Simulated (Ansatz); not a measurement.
The starting structures come from a database of crystals and need not be the phases stable at ambient conditions.

Tunnelling through a barrier is set by its complex band structure: the current falls as exp(−2κd) with the smallest κ.

Consider the following.

```yaml
crystal:
  lattice:
    - [3.84228, 0.00000, 0.00000]
    - [1.92114, 6.27665, 0.00000]
    - [0.00000, 1.96690, 6.45554]
  atoms:
    - { symbol: Ti, position: [0.80471, 0.39058, 0.71624] }
    - { symbol: Ti, position: [0.19529, 0.60942, 0.28376] }
    - { symbol: Ti, position: [0.09993, 0.80014, 0.71040] }
    - { symbol: Ti, position: [0.90007, 0.19986, 0.28960] }
    - { symbol: O, position: [0.05835, 0.88330, 0.36998] }
    - { symbol: O, position: [0.94165, 0.11670, 0.63002] }
    - { symbol: O, position: [0.63807, 0.72386, 0.70660] }
    - { symbol: O, position: [0.36193, 0.27614, 0.29340] }
    - { symbol: O, position: [0.13281, 0.73438, 0.00471] }
    - { symbol: O, position: [0.86719, 0.26562, 0.99529] }
    - { symbol: O, position: [0.73651, 0.52698, 0.34750] }
    - { symbol: O, position: [0.26349, 0.47302, 0.65250] }
```

Space group of this cell: C2/m. The cell is strained (all lengths scaled by 1.02); by r2SCAN its mean pressure is -15.6 GPa.

Transport runs along the normal of the first two printed cell vectors.

No gap correction and no spin-orbit coupling; mid-gap values are interpolated between computed energies.

### Question
Compute, with r2SCAN (Ansatz, a first-principles code), the band gap and the smallest decay constant κ at mid-gap.

### Answer
Gap 2.89 eV on a 8×8×6 mesh; κ = 0.377 1/Å, at the zone centre.
